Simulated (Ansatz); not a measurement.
The reference is CaC2 (space group C2/c, No. 15; a = 6.520 Å, b = 4.084 Å, c = 7.291 Å, α = 90.00°, β = 106.08°, γ = 90.00°; a cell from a computed database, its experimental status unchecked).

Levels (all Ansatz, a quantum-chemistry and plane-wave program, PAW): PBEsol (420 eV, no SOC); r2SCAN (500 eV, spin-orbit coupling left out); HSE06 (420 eV, spin-orbit coupling left out).

One geometry, relaxed with PBEsol, under each level:

```tsv
level	band gap	lowest conduction level above the VBM at special points	pressure
PBEsol	1.74 eV	Y₂ 1.74 eV; L₂ 2.58 eV; Γ 3.09 eV; M₂ 3.11 eV	0.00 GPa
r2SCAN	2.19 eV	Y₂ 2.19 eV; L₂ 3.07 eV; Γ 3.57 eV; M₂ 3.58 eV	1.17 GPa
HSE06	3.15 eV	Y₂ 3.15 eV; L₂ 4.05 eV; Γ 4.65 eV	–
```

Single points use the geometry relaxed with PBEsol. Their cutoffs differ, which shifts pressures a little. HSE06 was sampled on its mesh, a few special points and the semilocal edge points, so its gap is an upper bound. Stability against distortions was not tested.
